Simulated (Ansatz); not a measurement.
A self-consistent single point of CaSc3 (Pm-3m, 4 atoms in the cell) with Ansatz (a program for electronic structure).

Level of theory: LDA (PW92), default PAW files made with PBE (plane waves; Ansatz).

```yaml
crystal:
  lattice:
    - [4.72577, 0.00000, 0.00000]
    - [0.00000, 4.72577, 0.00000]
    - [0.00000, 0.00000, 4.72577]
  atoms:
    - { symbol: Sc, position: [0.00000, 0.50000, 0.50000] }
    - { symbol: Sc, position: [0.50000, 0.50000, 0.00000] }
    - { symbol: Sc, position: [0.50000, 0.00000, 0.50000] }
    - { symbol: Ca, position: [0.00000, 0.00000, 0.00000] }
```

Reference input (self-consistent single point, DFT, LDA (PW92), plane waves, default PAW files made with PBE): kpoints.mp_grid.grid = 5 5 5; hamiltonian.xc = lda; hamiltonian.pseudopotentials = {kind: paw} (the program's default PAW files); scf.occupations.method = gaussian; scf.occupations.width = 0.136 eV. This run's input differs from it in these lines:

Ansatz 0.2 input:
```diff
@@ -17,3 +17,3 @@
 scf:
-  occupations: { method: gaussian, width: 0.136 }
+  occupations: { method: gaussian, width: 0.03 }
 output:
```

Output (repeated stretches shortened):

```
SCF iter   1: F=—  HF=-8038.715237 eV  |F-HF|=—  |Δ(HF+E_count)|=         —  Δρ=4.46e-3  dr2=1.16e-2  ethr=1.77e-3  ⟨swp⟩=6.1  Hψ=1177  notcnv=0
all-band conjugate gradients solve this SCF's bands
preconditioner: auto → Kerker (q_TF=auto, 2.349 Å⁻¹)
SCF iter   2: F=—  HF=-8038.714442 eV  |F-HF|=—  |Δ(HF+E_count)|=   7.95e-4  Δρ=2.58e-3  dr2=4.70e-3  ethr=2.71e-5  ⟨swp⟩=2.0  Hψ=382  notcnv=0  defer=2
SCF iter   3: F=—  HF=-8038.714386 eV  |F-HF|=—  |Δ(HF+E_count)|=   5.59e-5  Δρ=4.59e-4  dr2=2.61e-4  ethr=1.09e-5  ⟨swp⟩=1.0  Hψ=258  notcnv=0  defer=2
SCF iter   4: F=—  HF=-8038.714348 eV  |F-HF|=—  |Δ(HF+E_count)|=   3.84e-5  Δρ=1.46e-4  dr2=2.13e-5  ethr=6.07e-7  ⟨swp⟩=1.9  Hψ=288  notcnv=0  defer=2
SCF iter   5: F=—  HF=-8038.714347 eV  |F-HF|=—  |Δ(HF+E_count)|=   5.03e-7  Δρ=4.46e-5  dr2=2.73e-6  ethr=4.94e-8  ⟨swp⟩=2.0  Hψ=306  notcnv=0  defer=2
SCF iter   6: F=-8038.714347 eV  HF=-8038.714347 eV  |F-HF|=5.08e-9  |Δ(HF+E_count)|=   5.09e-7  Δρ=8.85e-6  dr2=7.05e-8  ethr=2.33e-10  ⟨swp⟩=3.3  Hψ=1059  notcnv=0
SCF 1 converged in 6 iterations: F = -8038.714347 eV  dr2 = 7.05e-8
Free energy (F): -8038.714347 eV
Internal energy: -8038.710435 eV  (E = F + TS)
E sigma→0 (E₀):  -8038.712391 eV
Entropy (-TS):   -0.003911 eV (-0.978 meV/atom)
Fermi energy:    8.394713 eV
--- Forces (eV/Å), atoms counted from 1 ---
  atom   1  Sc     0.00000000     0.00000000     0.00000000
   [... zero for the other atoms too ...]
--- Stress (GPa, compression-positive) ---
       -2.095249      -0.000000      -0.000000
       -0.000000      -2.095249       0.000000
        0.000000       0.000000      -2.095249
  P = ⅓ Tr σ = -2.0952 GPa (-20.952 kbar)
  The stress holds the Pulay correction. Without it, at fixed plane waves, as pw.x and ABINIT print it: P = -2.1015 GPa
```

The run converged in 6 iterations. Against the reference run the free energy rises by 7.6 meV/atom and the pressure hardly changes (-2.09 to -2.10 GPa).

The starting cell was generated: these elements placed on a structure prototype, without a prior relaxation; it need not be a known phase or ordering of this composition. Ansatz's pressure includes its estimate of the finite-basis (Pulay) stress.
